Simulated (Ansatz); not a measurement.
GaAs (model structure, within 0.1 Å of Fm-3m, No. 225, 8 atoms in the cell) was calculated with LDA (PAW; Ansatz, a first-principles code).

Settings: plane-wave cutoff 520 eV, 6×16×14 k mesh (along the axes of the cell as run), Fermi–Dirac smearing 0.05 eV, scalar-relativistic PAW data made under PBE.

Cell (relaxed at this level):

```
GaAs
1.0
   10.50541     0.00000     0.00000
    0.00000     3.72507     0.00000
    0.00000     0.00000     3.71204
Ga As
4 4
Direct
  0.12500   0.25000   0.24966
  0.37500   0.75000   0.74966
  0.87500   0.75000   0.75034
  0.62500   0.25000   0.25034
  0.87500   0.25000   0.25030
  0.62500   0.75000   0.75030
  0.12500   0.75000   0.74970
  0.37500   0.25000   0.24970
```

Estimate the bulk modulus B0 that the calculation returns.


- bulk modulus B0 = 87.5 GPa

The run finds no gap.

Note: the bulk modulus is −V dP/dV from two relaxed cells at ±2 % in volume.

Static lattice: no zero-point or thermal effects.

A model structure was made by putting elements into a prototype or built by hand; it is no filed structure, need not be a known phase, and can be a saddle point held by its symmetry.
